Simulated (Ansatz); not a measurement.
Start from Cr in the bcc (W type) structure (space group Im-3m, No. 229; non-magnetic).

```cif
data_Cr
_chemical_formula_sum 'Cr1'
_space_group_name_H-M_alt 'P 1'
_space_group_IT_number 1
_cell_length_a 2.45028
_cell_length_b 2.45028
_cell_length_c 2.45028
_cell_angle_alpha 109.471
_cell_angle_beta 109.471
_cell_angle_gamma 109.471
loop_
_space_group_symop_operation_xyz
  'x, y, z'
loop_
_atom_site_label
_atom_site_type_symbol
_atom_site_fract_x
_atom_site_fract_y
_atom_site_fract_z
_atom_site_occupancy
Cr1 Cr 0.00000 0.00000 0.00000 1
```

All numbers come from r2SCAN (Ansatz, a program for electronic structure; PAW; 500 eV plane waves; spin-orbit coupling left out).

Before the change:

The lattice parameter a is 2.829 Å.

Now apply this change: full substitution Cr → B; the structure is relaxed again.

Tabulated Pauling electronegativity and covalent radius: Cr 1.66, 1.39 Å; B 2.04, 0.84 Å.

Problem. How does this affect the lattice parameter a?

Solution. The lattice parameter a drops by 0.5356 Å (2.829 Å → 2.294 Å).

No phonon test of stability was made. As relaxed here, B is a hypothetical phase, not in the database extracts checked. Seeded moments were not kept for the base. The final runs are not spin-polarised. Real Cr is antiferromagnetic at low temperature and ambient pressure, an order that this cell doesn't hold.
